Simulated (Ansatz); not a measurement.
Consider LiTaO$_{3}$ (space group R3c, No. 161; a = 5.1399 Å, c = 13.7710 Å (hexagonal axes)).

Method: PBEsol/PAW in Ansatz (a program for electronic structure), no SOC.

Before the change:

- Lattice parameter a = 5.140 Å
- c/a ratio = 2.679

The change: full substitution O → Te; the structure is relaxed again.

What happens to the lattice parameter a and c/a ratio?

The lattice parameter a goes up by 1.893 Å to 7.033 Å; the c/a ratio drops by 0.088, from 2.679 to 2.591.

Whether these cells are dynamically stable was not tested. As relaxed here, LiTaTe3 is a hypothetical phase, not in the database extracts checked. The final runs are not spin-polarised.
